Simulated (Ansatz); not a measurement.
# Y3Ge (model structure, started from the D03 type, Fm-3m, No. 225, 4 atoms in the cell)

Level of theory: PBE-D3(BJ) in Ansatz (plane waves, PAW).

Run with plane-wave cutoff 500 eV, 8×8×8 k mesh, Fermi–Dirac smearing 0.05 eV, scalar-relativistic PAW data made under PBE.

Cell (relaxed at this level):

Y$_{3}$Ge has the cubic space group Fm-3m (No. 225), Pearson symbol cF16. Conventional cell: a = b = c = 7.3652 Å, α = β = γ = 90.00°. Ge on 4a is coordinated by 8 Y at 3.189 Å and 6 Y at 3.683 Å. Y1 on 4b is coordinated by 6 Ge at 3.683 Å (octahedral). Y2 on 8c is surrounded by 4 Ge at 3.189 Å (tetrahedral). (Neighbours: up to the widest gap in distance over summed covalent radii, below 1.35, at either atom; cation-cation and far metal-metal contacts left out.)
(The calculation used a cell of 4 atoms; values per cell refer to that cell.)

```
Item      Value
--------  -----
band gap   none
```

Note: the relaxation could raise the start's symmetry but not lower it, so the cell can be a saddle point.

Spin–orbit coupling is not included.

Computed values are for the static lattice.

A model structure was made by putting elements into a prototype or built by hand; it is no filed structure, need not be a known phase, and can be a saddle point held by its symmetry.

Ansatz is a program for electronic structure.
